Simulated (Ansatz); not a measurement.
Base system: CsPbBr₃ in the cubic perovskite structure (space group Pm-3m, No. 221; a = 5.872 Å).

The values are results of PBEsol, PAW, 420 eV (Ansatz, a quantum-chemistry and plane-wave program; scalar-relativistic without spin-orbit coupling), not measurements.

Carriers are added at fixed cell with a uniform background; the Fermi–Dirac width is that of 300 K.

One change was made to it. Results:

| quantity | base | after |
|---|---|---|
| Fermi level relative to the doped band's edge (positive inside the band; to 0.05 eV) | – | +1.05 eV |
| gap character | direct at R | direct at R |

### Question
Which of these changes matches the shifts?
A. electrons 2.0×10^21 cm⁻³
B. holes 7.0×10^21 cm⁻³
C. electrons 7.0×10^21 cm⁻³
D. holes 5.0×10^21 cm⁻³

### Answer
C, electrons 7.0×10^21 cm⁻³. For comparison, the Fermi level from band edge in the other runs: holes 7.0×10^21 cm⁻³ gives +1.40 eV; holes 5.0×10^21 cm⁻³ gives +1.35 eV; electrons 2.0×10^21 cm⁻³ gives +0.60 eV.

Charged cell with a jellium background: band edges are those of the host's band count, energies are not comparable with the neutral cell, and many-body gap narrowing is missing. With Pb present, leaving out spin-orbit coupling can change the band edges. Stability against distortions was not tested. Many cubic perovskites are stable only at high temperature; tilts and polar distortions were not tested. This is not the structure that CsPbBr3 has at room temperature and ambient pressure.
